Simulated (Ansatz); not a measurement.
Start from Ir in the fcc (Cu type) structure (space group Fm-3m, No. 225; a = 3.872 Å; relaxed with 0.1 eV smearing).

Method: Ansatz (an electronic-structure program) PBE, without spin-orbit coupling.

Before the change:

```
Property   Result
--------  -------
Pressure  0.0 GPa
```

One thing is altered: every lattice vector is stretched by 2.50 %, atoms relaxed at fixed cell.

### Question
What happens to the pressure and energy relative to the base?

### Answer
The pressure goes from zero to -21.2 GPa; the energy increases by 80 meV/atom.

The cells carry an imposed strain or load. No phonon test of stability was made. All final runs are without spin polarisation.
